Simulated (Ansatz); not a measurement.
Take Sc in the hcp (Mg type) structure (space group P6_3/mmc, No. 194; a = 3.2754 Å, c = 5.1051 Å; relaxed with 0.1 eV smearing) as the base. Axes: x lies along a and z along c of the hexagonal cell.

All numbers come from Ansatz (an electronic-structure program), PBEsol, PAW, cutoff 420 eV, without spin-orbit coupling.

Before the change:

The shortest interatomic distance is 3.177 Å and the pressure is 0.0 GPa.

Now apply this change: the cell is compressed by 2.50 % along x with no lateral relaxation; the atoms relax in the strained cell.

Question: What happens to the shortest interatomic distance, largest internal atomic displacement, pressure and energy relative to the base?

Answer: The shortest interatomic distance shrinks by 0.018 Å to 3.159 Å; the largest internal atomic displacement amounts to 0.015 Å; the pressure (mean of the normal stresses, compression positive) goes from zero to 1.5 GPa; the energy rises by 5.1 meV/atom.

Stability against distortions was not tested. The final runs are not spin-polarised.
